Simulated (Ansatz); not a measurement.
The starting structures come from a database of crystals and need not be the phases stable at ambient conditions.

 Where the default PAW files enter, the runs use the earlier of Ansatz's two default sets.

By PBEsol, the system below comes out a metal.

The ballistic (Sharvin) conductance counts the channels at the Fermi level: G/A = (e²/h) × channels of both spins per area.

Given:

```xyz
2
Lattice="2.9378 0.0000 0.0000 0.0000 4.1547 0.0000 0.0000 2.0773 2.0773" Properties=species:S:1:pos:R:3 pbc="T T T"
Si     1.4689     2.0773     0.0000
Os     0.0000     0.0000     0.0000
```

Space group of this cell: Pm-3m, CsCl type. The cell is taken as given; by PBEsol its mean pressure is -1.0 GPa.

The current flows along the normal of the first two printed cell vectors, the (110) plane of the conventional cell. No spin-orbit coupling; the value is a mean over 0.1 eV about the Fermi level.

**Question.** Compute, with Ansatz (a program for electronic structure) with PBEsol, the ballistic conductance per area.

**Answer.** 0.49 × 10¹⁵ S/m² for both spins.
